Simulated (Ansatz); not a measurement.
Base system: TiO$_{2}$ in the rutile structure (space group P4_2/mnm, No. 136).

```
TiO2
1.0
    4.64353     0.00000     0.00000
    0.00000     4.64353     0.00000
    0.00000     0.00000     2.96370
Ti O
2 4
Cartesian
  0.00000   0.00000   0.00000
  2.32176   2.32176   1.48185
  1.41684   1.41684   0.00000
  3.73860   0.90493   1.48185
  0.90493   3.73860   1.48185
  3.22669   3.22669   0.00000
```

Cartesian axes are those of the cell as printed.

Method: PBE, PAW, 420 eV (Ansatz, an electronic-structure program; without spin-orbit coupling), earlier PAW set.

One thing is altered: every lattice vector is shortened by 2.50 %; the atoms relax in the strained cell.

Problem. Predict the stress tensor and what it implies for the stiffness.

Solution. Stress of the strained cell less that of the base (GPa, compression positive):
```
  17.77    0.00    0.00
   0.00   17.77    0.00
   0.00    0.00   22.52
```

Then B = −ΔP/(ΔV/V₀) with ΔV/V₀ = -0.0731 gives secant stiffness values (nonlinear terms included at this strain): B (at held cell shape, above the free-shape value) ≈ 265 GPa.

As a check, the harmonic strain energy −½ V₀ Δσ:ε is 48 meV/atom; the computed energy rise is 44 meV/atom.

Stability against distortions was not tested. The final runs are not spin-polarised.
